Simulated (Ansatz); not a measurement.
**Response to strain in SnO2**

Start from SnO2 in the rutile structure (space group P4_2/mnm, No. 136; a = 4.769 Å, c = 3.212 Å). Axes: x, y, z lie along a, b, c of the conventional cell.

Strains are applied to the cell and any free atomic positions relax; under biaxial strain the out-of-plane vector relaxes too.

Level of theory: PBEsol, PAW, 420 eV (Ansatz, an electronic-structure program; without spin-orbit coupling).

Candidates:
(a) biaxial strain +3.00 %, plane normal [001], relaxed out of plane
(b) biaxial strain +0.60 %, plane normal [001], relaxed out of plane
(c) biaxial strain +1.80 %, plane normal [001], relaxed out of plane
(d) biaxial strain +1.20 %, plane normal [001], relaxed out of plane

Order them by out-of-plane strain, highest first.

(b) biaxial strain +0.60 %, plane normal [001], relaxed out of plane (-0.41 %), (d) biaxial strain +1.20 %, plane normal [001], relaxed out of plane (-0.81 %), (c) biaxial strain +1.80 %, plane normal [001], relaxed out of plane (-1.18 %), (a) biaxial strain +3.00 %, plane normal [001], relaxed out of plane (-1.88 %)

Whether these cells are dynamically stable was not tested.
